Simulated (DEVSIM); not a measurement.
System: abrupt Ge n-p junction, at 250 K.

| layer (left to right) | material | thickness (μm) | Nd (cm⁻³) | Na (cm⁻³) | τn (s) | τp (s) |
|---|---|---|---|---|---|---|
| 1 | Ge | 12.0 | 2.4e17 | - | 0.00044 | 0.00044 |
| 2 | Ge | 30.0 | - | 3.3e17 | 0.00044 | 0.00044 |

Left contact: ohmic. Right contact: ohmic. Voltage is applied to the left contact. Recombination: SRH at mid-gap. Mobility is μmin + (μ − μmin)/(1 + (N/Nref)^α).

Constants are typed, rounded textbook-type inputs, not results; the design itself was drawn at random and stands for no fabricated device. Values at 300 K; Nc and Nv go as T^1.5, mobilities as T to minus their exponent, the gap by Varshni's rule with the affinity fixed.

```
parameter               Ge
----------------  --------
gap (eV)             0.664
affinity (eV)            4
permittivity            16
Nc (cm⁻³)          1.04e19
Nv (cm⁻³)             6e18
μn (cm²/Vs)           3900
μp (cm²/Vs)           1900
μn,min                 150
μp,min                 100
Nref,n              2.6e17
Nref,p                4e17
αn                    0.56
αp                     0.6
T exponent of μn      1.66
T exponent of μp      2.33
Varshni α (eV/K)  0.000477
Varshni β (K)          235
```

Model (solved in DEVSIM): 1D drift-diffusion, Boltzmann statistics, complete ionisation; no tunnelling, impact ionisation, image-force lowering or self-heating.

The doping Nd of layer 1 was swept, all else fixed.

| doping Nd of layer 1 (cm^-3) | largest field in the device at zero bias (V/cm) | potential step across the device at zero bias (V) | dark forward voltage at 1 A/cm² (V) | dark forward voltage at 100 A/cm² (V) |
|---|---|---|---|---|
| 7.2e15 | 33000 | 0.475 | 0.306 | 0.422 |
| 2.4e16 | 50000 | 0.501 | 0.333 | 0.442 |
| 7.2e16 | 80000 | 0.525 | 0.358 | 0.464 |
| 2.4e17 | 130000 | 0.551 | 0.384 | 0.487 |
| 7.2e17 | 160000 | 0.575 | 0.400 | 0.501 |
| 2.4e18 | 190000 | 0.600 | 0.407 | 0.508 |

From the first row to the last the largest field in the device at zero bias goes from 33000 to 190000. From the first row to the last the potential step across the device at zero bias goes from 0.475 to 0.600.
